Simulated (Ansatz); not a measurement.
Data:

```xyz
4
Lattice="3.9000 0.0000 0.0000 0.0000 3.9000 0.0000 0.0000 0.0000 4.7035" Properties=species:S:1:pos:R:3 pbc="T T T"
Sn     1.9500     0.0000     1.1365
Sn     0.0000     1.9500     3.5670
O      0.0000     0.0000     0.0000
O      1.9500     1.9500     0.0000
```

No spin polarisation.

Level of theory: PBE-D3(BJ) (Ansatz, a quantum-chemistry and plane-wave program; PAW; 420 eV plane waves; no spin-orbit coupling). Settings: 12×12×10 k-points, 0.05 eV Fermi–Dirac smearing.

Question: Predict the gap character and band gap.

Answer: The gap character is indirect, k = (0.083, 0.083, 0) in the run's primitive reciprocal basis → M. The band gap is 0.25 eV.

The cells carry an imposed strain or load. Stability against distortions was not tested. The cell was made from SnO in the litharge type structure (space group P4/nmm, No. 129; layered, stacked along the Cartesian z axis) by this change: biaxial strain +1.64 %, plane normal [001], relaxed out of plane. A zero or small gap of SnO can be the functional's error rather than a property of the material.
